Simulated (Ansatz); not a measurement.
Base system: BaO in the zinc blende structure (space group F-43m, No. 216; a = 5.861 Å; a hypothetical phase, not in the database extracts checked). Axes: x, y, z lie along the cube axes.

Computed with Ansatz (a quantum-chemistry and plane-wave program), PBEsol, PAW, cutoff 420 eV, without spin-orbit coupling.

Before the change:

| Quantity | Value |
|---|---|
| Shortest interatomic distance | 253.8 pm |
| Band gap | 2.27 eV |

One thing is altered: biaxial strain −4.87 %, plane normal [110], relaxed out of plane (Cartesian); in-plane vectors clamped, the third vector and the atoms free.

Question: Predict the new shortest interatomic distance, band gap, energy relative to the base and ratio −ε⊥/ε∥.

Answer: The shortest interatomic distance drops by 4.8 pm (253.8 pm → 249.0 pm); the band gap drops by 0.08 eV (2.27 eV → 2.19 eV); the energy increases by 18 meV/atom; the ratio −ε⊥/ε∥ is 1.37.

Whether these cells are dynamically stable was not tested.
